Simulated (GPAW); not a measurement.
Input and output of a self-consistent single point for KMnF₃ (Pm-3m, 5 atoms in the cell) (GPAW).

Method of the run: LDA (Perdew-Wang 92)+U, GPAW PAW datasets LDA (gpaw-data 1.0.1) (plane waves; GPAW).

```
KMnF3
1.0
    4.18268     0.00000     0.00000
    0.00000     4.18268     0.00000
    0.00000     0.00000     4.18268
K Mn F
1 1 3
Direct
  0.50000   0.50000   0.50000
  0.00000   0.00000   0.00000
  0.50000   0.00000   0.00000
  0.00000   0.50000   0.00000
  0.00000   0.00000   0.50000
```
Moments meant for the start (each program seeds them in its own way; μB, in the order of the atoms K Mn F F F): 0.0 4.0 0.0 0.0 0.0.

Reference input (self-consistent single point, DFT LDA (Perdew-Wang 92), plane waves, GPAW PAW datasets LDA (gpaw-data 1.0.1)): spinpol = true; mode = pw; ecut = 900 eV; xc = LDA; kpts = 4 4 4; mesh shift (steps) = 0 0 0; occupations.name = fermi-dirac; occupations.width = 0.02 eV; nbands = -6; convergence.bands = -4; symmetry.symmorphic = false; symmetry.tolerance = 0.0005. This run's input differs from it in these lines:

```diff
@@ -20,2 +20,3 @@
             xc='LDA',
+            setups={'Mn': ':d,1.0'},
             kpts={'size': (4, 4, 4), 'gamma': True},
```

The program printed (abridged):

```
     iter     time        total  log10-change:  magmom
                         energy   eigst   dens
iter:   1 --:--:--   -32.127672   +0.20           +4.0103
iter:   2 --:--:--   -32.153586   -0.66  -1.29    +4.7031
iter:   3 --:--:--   -31.363383   -0.64  -1.33    +4.9906
iter:   4 --:--:--   -31.284369   -0.91  -1.54    +5.0180
iter:   5 --:--:--   -31.331467   -1.16  -1.68    +5.0035
iter:   6 --:--:--   -31.293744   -1.38  -2.13    +5.0057
iter:   7 --:--:--   -31.270813   -1.97  -2.36    +5.0005
iter:   8 --:--:--   -31.261571   -1.88  -2.34    +5.0004
iter:   9 --:--:--   -31.258160c  -2.43  -2.66    +5.0001
   [... lines left out ...]
iter:  15 --:--:--   -31.255778c  -5.30  -4.09c   +5.0000
iter:  16 --:--:--   -31.255770c  -6.18  -4.13c   +5.0000
iter:  17 --:--:--   -31.255775c  -5.12  -4.22c   +5.0000
iter:  18 --:--:--   -31.255764c  -5.35  -4.12c   +5.0000
iter:  19 --:--:--   -31.255764c  -6.06  -4.35c   +5.0000
iter:  20 --:--:--   -31.255775c  -5.94  -4.36c   +5.0000
iter:  21 --:--:--   -31.255768c  -6.28  -4.42c   +5.0000
iter:  22 --:--:--   -31.255768c  -5.63  -4.55c   +5.0000
iter:  23 --:--:--   -31.255766c  -6.86  -4.52c   +5.0000
iter:  24 --:--:--   -31.255766c  -6.67  -4.78c   +5.0000
iter:  25 --:--:--   -31.255766c  -7.74c -4.99c   +5.0000
Converged after 25 iterations.

Dipole moment: (-0.000000, -0.000000, -0.000000) |e|*Ang

Total magnetic moment: (0.000000, 0.000000, 5.000000)
Local magnetic moments:
   0 K  ( 0.000000,  0.000000, -0.000061)
   1 Mn ( 0.000000,  0.000000,  4.466832)
   2 F  ( 0.000000,  0.000000,  0.062571)
   3 F  ( 0.000000,  0.000000,  0.062571)
   4 F  ( 0.000000,  0.000000,  0.062571)

Energy contributions relative to reference atoms: (reference = -55893.018336)

Kinetic:        +32.198264
Potential:      -27.848813
External:        +0.000000
XC:             -34.992869
Entropy (-ST):   -0.000000
Local:           -0.612347
SIC:             +0.000000
--------------------------
Free energy:    -31.255766
Extrapolated:   -31.255766

Spin contamination: 0.001663 electrons
Showing only first 2 kpts
                      Up                     Down
   [... lines left out ...]
Fermi level: 4.98356
Gap: 1.108 eV
Direct gap: 2.449 eV
   [... lines left out ...]
Energy (eV): -31.255766

Forces in eV/Ang:
  0 K    -0.00000   -0.00000   -0.00000
  1 Mn   -0.00000   -0.00000   -0.00000
  2 F    -0.00000    0.00000    0.00000
  3 F     0.00000    0.00000    0.00000
  4 F     0.00000    0.00000    0.00000

Stress tensor:
     0.028214    -0.000000     0.000000
    -0.000000     0.028214     0.000000
     0.000000     0.000000     0.028214
Stress (GPa, Voigt): [ 4.5203  4.5203  4.5203  0.      0.     -0.    ]
```

The run converged in 25 iterations. GPAW prints stress with tension positive. Against the reference run the gap on the mesh goes from 0.706 to 1.108 eV and the size of the net moment stays at 1.00 μB/atom.

At such cutoffs GPAW's stress carries a finite-basis (Pulay) error, which enters relaxed cells too; its log prints stress with tension positive.

The starting cell comes from a database of computed structures (which also holds hypothetical and non-ambient phases and stackings), without a prior relaxation at this level. With one magnetic atom in the cell only a parallel order is possible. With U or open f shells several self-consistent states can exist.

Cost on one core of a shared machine: roughly 40 s.
